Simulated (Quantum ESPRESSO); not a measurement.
A self-consistent single point of CaAl₂Zn₂ (I4mm, 5 atoms in the cell) with Quantum ESPRESSO.

Method: LDA (PZ), PSlibrary ultrasoft (LDA) pseudopotentials (plane waves; Quantum ESPRESSO 7.5).

The change in words: lattice scaled by 0.98; degauss: 0.0073499 Ry → 0.0036749 Ry; K_POINTS: automatic 5 5 5 0 0 0 → automatic 6 6 6 0 0 0. Reference geometry:
```xyz
5
Lattice="-2.0509 2.0509 5.7252 2.0509 -2.0509 5.7252 2.0509 2.0509 -5.7252" Properties=species:S:1:pos:R:3 pbc="T T T"
Ca     0.0000     0.0000     0.0500
Al     2.0509     0.0000     2.8626
Al     0.0000     2.0509     2.8626
Zn     0.0000     0.0000     4.4871
Zn     0.0000     0.0000     6.9633
```

Reference input (self-consistent single point, DFT, LDA (PZ), plane waves, PSlibrary ultrasoft (LDA) pseudopotentials): ecutwfc = 50 Ry; ecutrho = 300 Ry; occupations = smearing; smearing = gauss; degauss = 0.0073499 Ry; K_POINTS = automatic 5 5 5 0 0 0; conv_thr = 1e-10 Ry; mixing_beta = 0.3. This run's input differs from it in these lines:

```diff
@@ -15,3 +15,3 @@
  smearing = 'gauss',
- degauss = 0.0073499,
+ degauss = 0.0036749,
 /
@@ -32,7 +32,7 @@
 K_POINTS {automatic}
-5 5 5  0 0 0
+6 6 6  0 0 0
 CELL_PARAMETERS {bohr}
-  -3.87560718     3.87560718    10.81907702
-   3.87560718    -3.87560718    10.81907702
-   3.87560718     3.87560718   -10.81907702
+  -3.79809440     3.79809440    10.60269582
+   3.79809440    -3.79809440    10.60269582
+   3.79809440     3.79809440   -10.60269582
```

Log, with long lists cut:

```
     Self-consistent Calculation

     iteration #  1     ecut=    50.00 Ry     beta= 0.30

     Threshold (ethr) on eigenvalues was too large:
     Diagonalizing with lowered threshold

     c_bands:  1 eigenvalues not converged

     total energy              =    -381.29478419 Ry
     estimated scf accuracy    <       0.02916869 Ry

     iteration #  2     ecut=    50.00 Ry     beta= 0.30

     total energy              =    -381.29273361 Ry
     estimated scf accuracy    <       0.01103575 Ry

     iteration #  3     ecut=    50.00 Ry     beta= 0.30

     total energy              =    -381.29405125 Ry
     estimated scf accuracy    <       0.00080649 Ry

   [... 9 blocks of this kind left out ...]

     iteration # 13     ecut=    50.00 Ry     beta= 0.30

     total energy              =    -381.29427214 Ry
     estimated scf accuracy    <          3.6E-10 Ry

     iteration # 14     ecut=    50.00 Ry     beta= 0.30
     End of self-consistent calculation

     the Fermi energy is     8.4986 ev

!    total energy              =    -381.29427214 Ry
     estimated scf accuracy    <          4.6E-11 Ry
     smearing contrib. (-TS)   =      -0.00035220 Ry
     internal energy E=F+TS    =    -381.29391994 Ry

     convergence has been achieved in  14 iterations

     Forces acting on atoms (cartesian axes, Ry/au):

     atom    1 type  1   force =     0.00000000    0.00000000   -0.00640452
     atom    2 type  2   force =     0.00000000    0.00000000    0.00204587
     atom    3 type  2   force =     0.00000000   -0.00000000    0.00204587
     atom    4 type  3   force =     0.00000000    0.00000000    0.00186844
     atom    5 type  3   force =     0.00000000    0.00000000    0.00044434

     Total force =     0.007285     Total SCF correction =     0.000036

          total   stress  (Ry/bohr**3)                   (kbar)     P=      -14.62
  -0.00006594   0.00000000   0.00000000           -9.70        0.00        0.00
   0.00000000  -0.00006594   0.00000000            0.00       -9.70        0.00
   0.00000000   0.00000000  -0.00016623            0.00        0.00      -24.45

   JOB DONE.
```

The run converged in 14 iterations. Against the reference run the free energy goes down by 35.0 meV/atom, the pressure goes from -5.19 to -1.46 GPa and the largest force goes from 0.118 to 0.165 eV/Å. The full log also holds: “c_bands:  2 eigenvalues not converged”.

The starting cell comes from a database of computed structures (which also holds hypothetical and non-ambient phases and stackings), without a prior relaxation at this level. Its lattice was rescaled by up to half a per cent. One atom was moved a little off its site on purpose. For this run, on top of that: lattice scaled by 0.98.

Cost on one core of a shared machine: roughly 2 min.
